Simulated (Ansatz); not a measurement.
Checking a run of Ansatz (a program for electronic structure) on a (001) slab of Fe3SnSb (cut from a parent of space group no. 156; 10 atoms in the cell). The aim is a self-consistent single point with DFT, PBE, plane waves, PAW files.

Cell that was meant: a = 4.2444 Å, b = 4.2444 Å, c = 25.9586 Å, α = 90.00°, β = 90.00°, γ = 120.00°.

Part of the input:

Ansatz 0.2 input:
```yaml
    - { symbol: Sb, position_ang: [-0.000002, 2.450515, 9.743612] }
    - { symbol: Sb, position_ang: [-0.000002, 2.450515, 15.143313] }
basis:
  ecutwfc: 30
kpoints:
  mp_grid: { grid: [7, 7, 1] }
hamiltonian:
```

Log, with long lists cut:

```
   [... lines left out ...]
Bands: 107, of which v1, the nominal top of the filled ones, is band 77 counted from 1 (76 counted from 0)
Symmetry: 6 space group operations
k-points: 8 of 49 (time reversal used)
Initial density: superposition of atomic densities (neutral atoms: chi_scale 0, normalization atom)
Starting moments: Σ|m| = 24 μB on 6 of 10 sites
Initial wavefunctions: pseudopotential atomic-orbital guess
Eigensolver: davidson
Functional: x = pbe(κ = 0.804, μ = 0.2195149727645171), c = pbe(β = 0.06672455060314922)
SCF iter   1: F=—  HF=-46908.792997 eV  |F-HF|=—  |Δ(HF+E_count)|=         —  Δρ=8.66e-1 (↑8.66e-1 ↓5.82e-1)  dr2=2.74e4  dr2_m=1.03e2  M=-1.315 μB ∫|m|=1.998 μB  β_m=0.30  ethr=3.10e-3  p=-0.000 e·Å  D=-9.63e-5 V/Å  ΔV_dip=0.00 eV  [...]
Mixer restart at iter 1: flushing history
all-band conjugate gradients solve this SCF's bands
efield: sawtooth ramp at fractional position 0.9500 (placed from the atoms, in the widest stretch of the axis that holds none …
   [... lines left out ...]
WARN: efield: at this solve's end the planar-averaged density reaches 2.04e-2 e/Å³ inside the ramp window [0.9115, 0.0885] (bound 1e-5 e/Å³) …
SCF 1 converged in 25 iterations: F = -35191.144475 eV  dr2 = 1.31e-8
WARN: the starting moments were not kept: the SCF closed with an absolute magnetisation of 6.0e-7 μB, where they sum to 24 μB in size (6 sites) …
   [... lines left out ...]
Absolute magnetization: 0.0000 μB (∫|ρ↑−ρ↓|, with the PAW one-centre terms)
Free energy (F): -35191.144475 eV
Fermi energy:    117.456101 eV
Levels:          The Fermi level and band energies are counted from a zero that moves with the ramp; work functions are not
   [... lines left out ...]
  atom   5  Fe     0.00000000     0.00000000  1403.82052388
  atom   6  Fe    -0.00000000     0.00000000   243.27632855
  atom   7  Sn    -0.00000000    -0.00000000  -966.33908498
  atom   8  Sn     0.00000000    -0.00000000  1274.33805200
  atom   9  Sb     0.00000000     0.00000000 -1002.87104574
  atom  10  Sb     0.00000000     0.00000000  1574.93859009
```

Q: Can these results be used? Check the input.

A: The run is not sound. The fault is this: a cutoff meant in Ry typed as a bare number, read as eV. A bare number is read in the key's own unit, and eV, Ry (13.6 eV) and Ha (27.2 eV) lie far apart, so the setting ends up far from the one that was meant. To fix it, convert the value to the unit that the key expects. The run converged in 25 iterations without an error; against the sound input the free energy rises by 1670 eV/atom, the largest force goes from 1.211 to 1637 eV/Å and the size of the net moment goes from 1.29 to 0.00 μB/atom.

An input that runs soundly differs in these lines (not the only fix; some lines may just follow from the change or write a value another way):
```diff
-  ecutwfc: 30
+  ecutwfc: 420.0
```

With that input, the run converged in 29 iterations: free energy E − TS (on the zero of these files) -51894.6964 eV; Fermi level (on the code's own zero) 4.03 eV; largest force (vector length) 1.211 eV/Å; size of the cell's spin moment 12.89 μB (DFT, PBE, plane waves, PAW files).

On the sound input: the starting cell comes from a database of computed structures (which also holds hypothetical and non-ambient phases and stackings), without a prior relaxation at this level. The slab is cut from that crystal, and its faces are unrelaxed. Its lattice was rescaled in the plane by a random factor within 2.5 % of one. Spin-orbit coupling is off. The magnetic order is the one reached from the typed start; others were not searched systematically. The program warned that, by what it read of turns of the moments, another magnetic order lies lower. Forces in this geometry exceed 1 eV/Å.

These are the values that this program gave, and no reference: magnetic slabs can end in a higher state.
